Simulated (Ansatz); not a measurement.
Start from Ta₂N in the anti-CdI2 type structure (space group P-3m1, No. 164; a = 3.073 Å, c = 4.856 Å; relaxed with 0.1 eV smearing). Axes: x lies along a and z along c of the hexagonal cell.

Level of theory: PBE-D3(BJ), PAW, 420 eV (Ansatz, a program for electronic structure; scalar-relativistic without spin-orbit coupling), earlier PAW set.

Now apply this change: the cell is scaled by 1.0234 in all directions, atoms relaxed at fixed cell.

### Question
Predict the stress tensor and what it implies for the stiffness.

### Answer
Stress of the strained cell less that of the base (GPa, compression positive):
```
  -16.6     0.0     0.0
    0.0   -16.6     0.0
    0.0     0.0   -18.0
```

Then B = −ΔP/(ΔV/V₀) with ΔV/V₀ = 0.0719 gives secant stiffness values (nonlinear terms included at this strain): B (at held cell shape, above the free-shape value) ≈ 238 GPa.

As a check, the harmonic strain energy −½ V₀ Δσ:ε is 50 meV/atom; the computed energy rise is 54 meV/atom.

Stability against distortions was not tested. The final runs are not spin-polarised.
